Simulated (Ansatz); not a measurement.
# Alloy series in GaP

Consider GaP in the zinc blende structure (space group F-43m, No. 216; a = 5.451 Å).

The other end (x = 1) is GaAs in the zinc blende structure (space group F-43m, No. 216): 22.75 Å³/atom, gap 0.96 eV.

As replaces a fraction x of P; each row is one arrangement (x, atoms in the cell, starting space group or random), fully relaxed.

Levels (all Ansatz, a program for electronic structure, PAW): r2SCAN (500 eV, spin-orbit coupling left out); HSE06 (420 eV, without spin-orbit coupling).

Band gaps by level, all at the geometries relaxed with r2SCAN:

```json
[
 {"case": "base", "r2SCAN": "1.85 eV", "HSE06": "2.26 eV"},
 {"case": "x(As) = 0.667, 6 atoms, P3m1", "r2SCAN": "1.30 eV", "HSE06": "(withheld)"},
 {"case": "x(As) = 0.75, 8 atoms, P-43m", "r2SCAN": "1.28 eV", "HSE06": "(withheld)"}
]
```

Task: Some entries are withheld; estimate them.

Result: 
- x(As) = 0.667, 6 atoms, P3m1, HSE06: 1.70 eV
- x(As) = 0.75, 8 atoms, P-43m, HSE06: 1.68 eV

Single points use the geometry relaxed with r2SCAN. The hybrid gap comes from the SCF mesh plus the semilocal run's edge points and a few special points and is an upper bound. These are small ordered cells, not random alloys; other orderings at the same x differ. No phonon test of stability was made.
